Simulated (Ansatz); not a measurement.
The starting structures come from a database of crystals and need not be the phases stable at ambient conditions.

 Where the default PAW files enter, the runs use the earlier of Ansatz's two default sets.

Tunnelling through a barrier is set by its complex band structure: the current falls as exp(−2κd) with the smallest κ.

Here is the system:

```xyz
12
Lattice="5.7646 0.0000 0.0000 0.0000 5.9921 0.0000 0.0000 2.9961 2.9961" Properties=species:S:1:pos:R:3 pbc="T T T"
Na     2.8823     2.9961     0.0000
Na     0.0000     0.0000     0.0000
B      0.0000     2.9961     0.0000
B      2.8823     0.0000     0.0000
H      0.7001     6.7000     2.2882
H      5.0645     3.7039     0.7079
H      0.7001     2.2882     0.7078
H      5.0645     5.2843     2.2882
H      2.1822     3.7039     2.2882
H      3.5824     8.2803     2.2882
H      2.1822     5.2843     0.7079
H      3.5824     0.7079     0.7078
```

Space group of this cell: P4_2/nmc. The cell was relaxed by PBE-D3(BJ).

Transport runs along the normal of the first two printed cell vectors, the (110) plane of the conventional cell.

No gap correction and no spin-orbit coupling; mid-gap values are interpolated between computed energies.

Problem. Give the band gap and the smallest decay constant κ at mid-gap that Ansatz (a first-principles code) with r2SCAN yields.

Solution. Gap 6.79 eV on a 6×10×10 mesh; κ = 0.500 1/Å, at (0.167, 0.000) of the in-plane reciprocal vectors. At the zone centre, at the nearest computed energy, the slowest state has κ = 0.51 1/Å.
